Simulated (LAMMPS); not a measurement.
Al (fcc) with 10 % of Al sites Cu at 300 K and zero pressure, started from the crystal, with several potentials, in cells of their own sizes.

Interatomic potentials used:
- EAM-type AlCu.adp: classical MD, pair style adp, file AlCu.adp (LAMMPS); Apostol and Mishin, Phys Rev B 83, 054116 (2011)
- EAM-type AlCu.eam.alloy: classical MD, pair style eam/alloy, file AlCu.eam.alloy (LAMMPS); Cai and Ye, Phys Rev B, 54, 8398-8410 (1996)
- MEAM AlSiMgCuFe.meam: classical MD, pair style meam, file AlSiMgCuFe.meam (LAMMPS); Jelinek, Groh, Horstemeyer, Houze, Kim, Wagner, Moitra and Baskes, Phys Rev B, 85, 245102 (2012)

| potential | state | volume | first peak of g(r), Al-Cu | coordination number of Al by Cu | mean phonon frequency | rough cost (ms per atom and simulated ps) |
|---|---|---|---|---|---|---|
| EAM-type AlCu.adp | crystal; no diffusion seen in 30 ps | 15.502 ± 0.002 Å³/atom | 2.70 Å, height 9.1 | 1.18 (counted to 3.14 Å) | 7.6 THz | 3 to 10 |
| EAM-type AlCu.eam.alloy | crystal; no diffusion seen in 30 ps | 16.3660 ± 0.0005 Å³/atom | 2.79 Å, height 5.9 | 1.21 (counted to 3.42 Å) | 5.3 THz | 1 to 3 |
| MEAM AlSiMgCuFe.meam | crystal; no diffusion seen in 30 ps | 15.8568 ± 0.0003 Å³/atom | 2.78 Å, height 7.8 | 1.20 (counted to 3.38 Å) | 7.1 THz | 3 to 10 |

Costs are rough: whole-run CPU time with set-up and analysis, from shared machines, in bands a factor of about three wide.

Caution: the random arrangement on this lattice is imposed, and need not be a phase that exists in equilibrium.

States go by the mean squared displacement: a species diffuses where it passes 1.5 Å², still rises and gives D over 1e-6 cm²/s; a crystal has left its structure where atoms lie 0.35 Å off their sites on average or a cubic box changes its shape by 3 %, or the axial ratios of another lie 8 % off the starting cell's, which the potential's own relaxation can also do.

Errors shown are sampling errors alone.
